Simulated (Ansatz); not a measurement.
An Ansatz (a program for electronic structure) run: TiB2 with a change (biaxial strain −0.51 %, plane normal [001], relaxed out of plane); PBEsol (Ansatz; PAW; 420 eV plane waves; no SOC), earlier PAW set.

Input:

Ansatz 0.2 input:
```yaml
crystal:
  lattice:
    - [3.0018955244, 0, 0]
    - [1.5009477622, 2.5997177836, 0]
    - [0, 0, 3.1930701201]
  atoms:
    - { symbol: Ti, position: [0, 0, 0] }
    - { symbol: B, position: [0.3333333333, 0.3333333333, 0.5] }
    - { symbol: B, position: [0.6666666667, 0.6666666667, 0.5] }
basis: { ecutwfc: 420, ecutrho_ratio: 4, xc_grid: 2, fft_grid_basis: typed }
kpoints: { mp_grid: { grid: [13, 13, 10] } }
hamiltonian:
  xc: pbesol
  dispersion: none
  pseudopotentials: { azcp: { folder: ./paw }, kind: paw }
scf: { occupations: { method: fermi_dirac, width: 0.05 } }
relax: { f_tol: 0.005, max_steps: 50, cell: { stress_tol: 0.01, fix: [a, b, gamma] } }
output: { forces: true, stress: true }
checkpoint: { write: state.ck, write_every: 1000 }
```

Output (explanatory and most iteration lines left out):

```
Relaxation: its limit of steps is 50 (relax.max_steps)
Pseudopotential: Ti, paw, valence charge 12
Pseudopotential: B, paw, valence charge 3
Crystal: 3 atoms, lattice volume = 24.919 Å³
Basis set: ecut = 420 eV, 467 PW (Γ), exchange–correlation on 48×48×48 points (8 copies of the dense FFT grid, shifted against one another)
Bands: 13, of which v1, the nominal top of the filled ones, is band 9 counted from 1 (8 counted from 0)
Symmetry: 24 space group operations
Space group: P6/mmm (ITA 191), of the structure as read, at distance tolerance 2.9e-5 Å
k-points: 126 of 1690
Functional: x = pbesol(κ = 0.804, μ = 0.12345679012345678), c = pbesol(β = 0.046)
SCF iter   1: F=—  HF=-2783.825556 eV  |F-HF|=—  |Δ(HF+E_count)|=         —  Δρ=1.09e-1  dr2=4.67e0  ethr=3.10e-3  ⟨swp⟩=4.4  Hψ=7766  notcnv=0
SCF iter   2: F=—  HF=-2782.692485 eV  |F-HF|=—  |Δ(HF+E_count)|=    1.13e0  Δρ=2.70e-2  dr2=2.92e-1  ethr=3.10e-3  ⟨swp⟩=2.7  Hψ=4171  notcnv=0
SCF 1 converged in 7 iterations: F = -2782.627680 eV  dr2 = 1.00e-8
relax step   1: F+E_penalty+E_count = -2782.62768030 eV  Δ(F+E_penalty+E_count) = +0.000e0 eV  max|allowed force component| = 1.850e-16 eV/Å  Δτ_max = 0.0000 Å  P = +2.376 GPa  Ω = 24.919 Å³  fix = [a, b, gamma]  reactions: a +3.577, b +3.577 GPa  (7 SCF iters, dr2 threshold 1.00e-7 eV, accepted)
Crystal: 3 atoms, lattice volume = 24.918 Å³
SCF iter   1: F=—  HF=-2782.627683 eV  |F-HF|=—  |Δ(HF+E_count)|=         —  Δρ=1.15e-5  dr2=5.76e-8  ethr=3.22e-10  ⟨swp⟩=2.6  Hψ=10097  notcnv=0
SCF iter   2: F=—  HF=-2782.627682 eV  |F-HF|=—  |Δ(HF+E_count)|=   1.49e-6  Δρ=3.92e-6  dr2=6.76e-9  ethr=3.20e-10  ⟨swp⟩=2.0  Hψ=1793  notcnv=0
SCF 2 converged in 7 iterations: F = -2782.627682 eV  dr2 = 8.37e-17
relax step   2: F+E_penalty+E_count = -2782.62768167 eV  Δ(F+E_penalty+E_count) = -1.362e-6 eV  max|allowed force component| = 1.357e-16 eV/Å  Δτ_max = 0.0000 Å  P = +2.389 GPa  Ω = 24.918 Å³  energy of the carried Pulay correction = +1.233e-6 eV  fix = [a, b, gamma]  reactions: a +3.584, b +3.584 GPa  (7 SCF iters, dr2 threshold 1.88e-9 eV, accepted)
Crystal: 3 atoms, lattice volume = 24.918 Å³
SCF iter   1: F=—  HF=-2782.627682 eV  |F-HF|=—  |Δ(HF+E_count)|=         —  Δρ=3.34e-7  dr2=9.47e-12  ethr=1.94e-9  ⟨swp⟩=3.1  Hψ=12784  notcnv=0
SCF iter   2: F=—  HF=-2782.627681 eV  |F-HF|=—  |Δ(HF+E_count)|=   1.48e-6  Δρ=1.76e-7  dr2=3.33e-12  ethr=1.00e-12  ⟨swp⟩=2.2  Hψ=2807  notcnv=0
SCF 3 converged in 7 iterations: F = -2782.627681 eV  dr2 = 1.06e-15
SCF converged after 7 iterations
Free energy (F): -2782.627681 eV
Internal energy: -2782.624439 eV  (E = F + TS)
E sigma→0 (E₀):  -2782.626060 eV
Entropy (-TS):   -0.003242 eV (-1.081 meV/atom)
Fermi energy:    15.510773 eV
--- Forces (eV/Å), atoms counted from 1 ---
  atom   1  Ti    -0.00000000    -0.00000000     0.00000000
  atom   2  B      0.00000000     0.00000000     0.00000000
  atom   3  B     -0.00000000    -0.00000000     0.00000000
--- Stress (GPa, compression-positive) ---
        3.584207       0.000000       0.000000
       -0.000000       3.584207       0.000000
        0.000000       0.000000      -0.001743
  P = ⅓ Tr σ = 2.3889 GPa (23.889 kbar)
--- Relaxed structure (2 steps of the walk, 2 accepted, 1 SCFs on fresh bases) ---
  cell:  # Å, volume = 24.9176 Å³
    - [3.0018955243785173, 1.0759124113789696e-99, 0.0]
    - [1.5009477621892586, 2.5997177836186047, 0.0]
    - [0.0, 0.0, 3.192897998397953]
  atoms:
    - { symbol: Ti, position: [2.7421382518834762e-36, -1.0289204148977158e-36, 0.0] }
    - { symbol: B, position: [0.33333333333333326, 0.3333333333333333, 0.5] }
    - { symbol: B, position: [0.6666666666666665, 0.6666666666666666, 0.5] }
```

The mesh was chosen for an insulator and is coarse for the gapless case. Without a gap, meshes like the base's 13×13×10 leave anisotropic stresses uncertain by several tenths of a GPa, and small strain energies with them. Stability against distortions was not tested. All final runs are without spin polarisation. The cell was made from TiB₂ (space group P6/mmm, No. 191) by this change: biaxial strain −0.51 %, plane normal [001], relaxed out of plane.
